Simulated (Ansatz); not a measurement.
Start from InAs in the zinc blende structure (space group F-43m, No. 216; a = 6.026 Å). Axes: x, y, z lie along the cube axes.

Method: DFT with LDA, PAW potentials and a 420 eV plane-wave cutoff in Ansatz (a quantum-chemistry and plane-wave program), no spin-orbit coupling.

Base values:

| Item | Result |
|---|---|
| Shortest interatomic distance | 2.609 Å |
| Pressure | 0.0 GPa |
| Band gap | zero |

Perturbation: tensor shear ε_xy = +0.86 % (engineering shear γ = 0.0172); the atoms relax in the strained cell.

Q: What does the calculation give for the energy relative to the base after the change?

A: The energy increases by 0.9 meV/atom.

Q: What happens to the shortest interatomic distance?

A: The shortest interatomic distance decreases by 0.0045 Å to 2.605 Å.

Q: Estimate the effect on the pressure.

A: The pressure (mean of the normal stresses, compression positive) remains 0.0 GPa.

Q: What happens to the band gap?

A: The band gap remains zero.

Stability against distortions was not tested. The final runs are not spin-polarised. Gaps under 0.05 eV, about the width of the smearing, are given as zero. The zero or small gap of InAs can change with the level of theory.
